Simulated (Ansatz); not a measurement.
**By hand: reaction energy**

Consider the reaction energy. Reaction: Ge (diamond) + 2 Cl2 (gas) → GeCl4 (gas). A negative value means that the right-hand side lies lower.

Setting: static, neutral cells in Ansatz (PAW) whose structures rest at the PBE level. Ansatz (a quantum-chemistry and plane-wave program) runs with its PAW set soft_1. Other levels take these structures. The lattices are those relaxed with PBE, so at other levels the solids can be strained, which adds to the spread. A dispersion term (D3(BJ), or D4 for r2SCAN) was computed beside these levels and is taken off wherever the name lacks it.

Total energies of the cells in eV, at zero smearing width. They compare only within one column; the weights balance every element.

```tsv
cell	atoms	weight	PBE	LDA
Ge (diamond)	2	−1	-8589.97761	-8431.40010
GeCl4 (gas)	5	+2	-8617.59303	-8395.63249
Cl2 (gas)	2	−4	-2158.88823	-2087.52267
```

PBE: − (-8589.97761) + 2 × (-8617.59303) − 4 × (-2158.88823) = -9.656 eV; dividing by 2 gives -4.83 eV.

LDA: − (-8431.40010) + 2 × (-8395.63249) − 4 × (-2087.52267) = -9.774 eV; dividing by 2 gives -4.89 eV.

What follows from the PBE value: Per mole of the reaction as written, -4.828 eV × 96.485 = -465.8 kJ.
